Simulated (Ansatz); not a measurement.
The starting structures come from a database of crystals and need not be the phases stable at ambient conditions.

By PBEsol, the system below comes out a metal.

Data:

```xyz
8
Lattice="6.4338 0.0000 0.0000 -3.2169 5.5718 0.0000 3.2169 1.8573 2.6266" Properties=species:S:1:pos:R:3 pbc="T T T"
Cr     7.2380     1.3930     1.9699
Cr     2.4127     0.4643     0.6566
Cr     4.8254     1.8573     0.6566
Cr     1.6085     5.5718     1.9699
Cr     2.4127     3.2502     0.6566
Cr     4.0211     4.1789     1.9699
Ge     0.0000     0.0000     0.0000
Ge     0.0000     3.7146     1.3133
```

Space group of this cell: Pm-3n, A15 (Cr3Si type). The cell is taken as given; by PBEsol its mean pressure is -3.4 GPa.

The current flows along the normal of the first two printed cell vectors, the (111) plane of the conventional cell. No spin-orbit coupling; the value is a mean over 0.1 eV about the Fermi level.

### Question
Give the ballistic conductance per area that Ansatz (an electronic-structure program) with PBEsol yields.

### Answer
0.89 × 10¹⁵ S/m² for both spins.
